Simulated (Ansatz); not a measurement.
# Carrier properties of monolayer TiS2

```xyz
3
Lattice="3.5155 0.0000 0.0000 -1.7578 3.0445 0.0000 0.0000 0.0000 18.7837" Properties=species:S:1:pos:R:3 pbc="T T T"
Ti     0.0000     0.0000     9.3919
S      0.0000     2.0297    10.7684
S      1.7578     1.0148     8.0153
```

These are PBE, rigid bands (plane waves, PAW, scalar-relativistic; Ansatz, a program for electronic structure) values and carry that method's errors. Condition of this run: biaxial strain +3 %. Geometry: cell and atoms relaxed with PBE, then loaded as said.

The band gap is 0.36 eV and the electron conductivity mass (300 K, dilute) is 0.69 mₑ. The hole conductivity mass (300 K, dilute) is 0.176 mₑ. The effective density of states N_c (300 K) is 3.6e13 cm⁻². The effective density of states N_v (300 K) comes out as 3.5e12 cm⁻². The Seebeck coefficient, n-type 1.9e12 cm⁻², 300 K comes out as -424 μV/K and the Seebeck coefficient, p-type 1.9e12 cm⁻², 300 K is 224 μV/K.

Rigid bands; masses and Seebeck coefficients take one relaxation time τ for all states and one kind of carrier; polarons and phonon drag are left out. Spin-orbit coupling is left out; where it splits the top of the valence band, N_v and the p-type Seebeck coefficient come out somewhat high without it.
